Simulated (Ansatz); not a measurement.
## NH3 on the 1x1 (0001) surface of hcp Ti, one in a 2x2 cell, started at the site 'top Ti'

Level of theory: r2SCAN, at the PBE geometry (plane waves to 500 eV, PAW; Ansatz, a quantum-chemistry and plane-wave program).

Model: 20-atom slab, 6.8 Å thick at the start under the adsorbate (thin: gaps and levels are the slab's own), 6x6x1 mesh, Fermi-Dirac 0.1 eV, dipole correction, single point; on the structure that PBE left under its start's symmetry; no spin, no spin-orbit, no U, no dispersion correction. At the end it is bonded to Ti. In PBE it is, or lies within 0.03 eV of, the lowest of the starts that converged; the order may differ at this level.

```
Property                                                                                                                   Value
--------------------------------------------------------------------------------------  ----------------------------------------
adsorption energy against NH3(g) at the same level                                                                      -1.01 eV
work function of the top face                                                                                            2.31 eV
change of the work function                                                                                             -2.21 eV
change of the step from the bottom to the top vacuum level, against the clean slab                                      -2.20 eV
height of the binding atom over the mean of the host atoms within 0.3 Å of the top one                                  222.0 pm
nearest host atoms of the binding atom                                                  Ti at 2.22 Å, Ti at 3.97 Å, Ti at 3.97 Å
cost                                                                                               very roughly 2.2 core-minutes
```

A negative adsorption energy means that the adsorbate is more stable on the surface than in its reference.
